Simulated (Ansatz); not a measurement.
## Hypothetical fluorite ZrS2, pressure series

Start from ZrS2 in the fluorite structure (space group Fm-3m, No. 225; a = 6.2563 Å; a hypothetical phase, not in the database extracts checked).

Cell and atoms are relaxed at each pressure.

Method: Ansatz (a quantum-chemistry and plane-wave program) r2SCAN, no spin-orbit coupling.

Two rows of this table had their results exchanged by mistake.

```json
[
 {"pressure": "pressure −2 GPa", "volume per atom (Å³)": "20.79", "shortest distance (Å)": "2.726", "band gap": "0.18 eV"},
 {"pressure": "pressure −1 GPa", "volume per atom (Å³)": "20.60", "shortest distance (Å)": "2.717", "band gap": "0.16 eV"},
 {"pressure": "pressure 3 GPa", "volume per atom (Å³)": "13.47", "shortest distance (Å)": "2.359", "band gap": "zero"},
 {"pressure": "pressure 7 GPa", "volume per atom (Å³)": "19.29", "shortest distance (Å)": "2.659", "band gap": "zero"},
 {"pressure": "pressure 15 GPa", "volume per atom (Å³)": "18.30", "shortest distance (Å)": "2.612", "band gap": "zero"},
 {"pressure": "pressure 30 GPa", "volume per atom (Å³)": "16.91", "shortest distance (Å)": "2.544", "band gap": "zero"},
 {"pressure": "pressure 50 GPa", "volume per atom (Å³)": "15.60", "shortest distance (Å)": "2.477", "band gap": "zero"},
 {"pressure": "pressure 75 GPa", "volume per atom (Å³)": "14.39", "shortest distance (Å)": "2.411", "band gap": "zero"},
 {"pressure": "pressure 100 GPa", "volume per atom (Å³)": "19.89", "shortest distance (Å)": "2.686", "band gap": "0.06 eV"}
]
```

Q: Which two?

A: The rows for pressure 3 GPa and pressure 100 GPa: the volume has to fall steadily with pressure, so 19.89 Å³ belongs to pressure 3 GPa and 13.47 Å³ to pressure 100 GPa.

The mesh was chosen for an insulator and is coarse for the gapless case. Load acts through the strain it causes; cell and atoms are relaxed under it. No phonon test of stability was made. No other phases were tried under pressure. The final runs are not spin-polarised. The zero or small gap of ZrS2 can change with the level of theory.
